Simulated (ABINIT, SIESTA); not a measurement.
An ABINIT input for a self-consistent single point of SiMo₃ (Pm-3n, 8 atoms in the cell) (DFT, PBE, plane waves, norm-conserving pseudopotentials (PseudoDojo nc-sr-05 PBE standard)):

```
# SiMo3, PseudoDojo nc-sr-05 PBE standard
pp_dirpath "./"
pseudos "Si.upf, Mo.upf"
acell 3*1.0
rprim
         9.2401938316    0.0000000000    0.0000000000
         0.0000000000    9.2401938316    0.0000000000
         0.0000000000    0.0000000000    9.2401938316
natom 8
ntypat 2
znucl 14 42
typat 1 1 2 2 2 2 2 2
xred
         0.5000000000    0.5000000000    0.5000000000
         0.0000000000    0.0000000000    0.0000000000
         0.0000000000    0.5000000000    0.2500000000
         0.0000000000    0.5000000000    0.7500000000
         0.2500000000    0.0000000000    0.5000000000
         0.7500000000    0.0000000000    0.5000000000
         0.5000000000    0.2500000000    0.0000000000
         0.5000000000    0.7500000000    0.0000000000
ecut 40
occopt 3
tsmear 0.136 eV
nband 58
kptopt 1
ngkpt 5 5 5
nshiftk 1
shiftk 0 0 0
nstep 60
tolvrs 1.0e-10
prtwf 0
prtden 0
enunit 2
```

Q: Write the same calculation as an input for SIESTA.

A: One input that does it (others would too):

```
# files in the folder: Si.psml Mo.psml (PseudoDojo PBE standard)
SystemName  SiMo3
SystemLabel SiMo3

NumberOfAtoms                8
NumberOfSpecies              2
%block ChemicalSpeciesLabel
  1 14 Si
  2 42 Mo
%endblock ChemicalSpeciesLabel
LatticeConstant              1.0 Ang
%block LatticeVectors
     4.889700000    0.000000000    0.000000000
     0.000000000    4.889700000    0.000000000
     0.000000000    0.000000000    4.889700000
%endblock LatticeVectors
AtomicCoordinatesFormat      Bohr
%block AtomicCoordinatesAndAtomicSpecies
     4.620096916    4.620096916    4.620096916  1
     0.000000000    0.000000000    0.000000000  1
     0.000000000    4.620096916    2.310048458  2
     0.000000000    4.620096916    6.930145374  2
     2.310048458    0.000000000    4.620096916  2
     6.930145374    0.000000000    4.620096916  2
     4.620096916    2.310048458    0.000000000  2
     4.620096916    6.930145374    0.000000000  2
%endblock AtomicCoordinatesAndAtomicSpecies

XC.functional                GGA
XC.authors                   PBE
PAO.BasisSize                TZP
PAO.EnergyShift              0.01 Ry
MeshCutoff                   350 Ry
%block kgrid.MonkhorstPack
    5   0   0  0.0
    0   5   0  0.0
    0   0   5  0.0
%endblock kgrid.MonkhorstPack
OccupationFunction           FD
ElectronicTemperature        0.136 eV

MaxSCFIterations             150
SCF.Mixer.Method             Broyden
SCF.Mixer.Weight             0.25
SCF.Mixer.History            6
SCF.DM.Tolerance             1.0E-05
Diag.ParallelOverK           true
WriteForces                  true
Charge.Mulliken              end
```

Basis, cutoffs, solver keys and any potentials are the target program's own. This input uses DFT, GGA PBE, numerical atomic orbitals TZP, PseudoDojo PBE standard norm-conserving potentials (rewritten from UPF to PSML). Both were run: pressure 2.45 GPa in ABINIT and 1.31 in SIESTA.

On ABINIT: the starting cell comes from a database of computed structures (which also holds hypothetical and non-ambient phases and stackings), without a prior relaxation at this level. Spin polarisation is off.

On SIESTA: the starting cell comes from a database of computed structures (which also holds hypothetical and non-ambient phases and stackings), without a prior relaxation at this level. Spin polarisation is off. Values carry the incompleteness of an atom-centred basis.
